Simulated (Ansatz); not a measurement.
```xyz
8
Lattice="6.0497 0.0000 0.0000 0.0000 6.0497 0.0000 3.0249 -3.0249 5.4023" Properties=species:S:1:pos:R:3 pbc="T T T"
Cd     0.0000     0.0000     0.0000
Cd     3.0249     0.0000     2.7011
Ge     3.0249     3.0249     0.0000
Ge     6.0497     3.0249     2.7011
As     4.5373     1.6683     1.3506
As     4.6931    -1.5124     4.0517
As     1.5124     4.3815     1.3506
As     7.4063     1.5124     4.0517
```

No spin polarisation.

Calculations: Kohn–Sham DFT with the LDA functional, run in Ansatz (a first-principles code) with PAW and 420 eV plane waves, scalar-relativistic without spin-orbit coupling. Settings: 8×8×8 k-points, 0.05 eV Fermi–Dirac smearing.

Task: What space group does the calculation give?

Result: I-42d (No. 122).

Task: What is the computed pressure (mean of the normal stresses, compression positive)?

Result: -1.49 GPa.

The cells carry an imposed strain or load. Whether these cells are dynamically stable was not tested. The cell was made from CdGeAs2 in the chalcopyrite structure (space group I-42d, No. 122) by this change: biaxial strain +3.00 %, plane normal [001], relaxed out of plane.
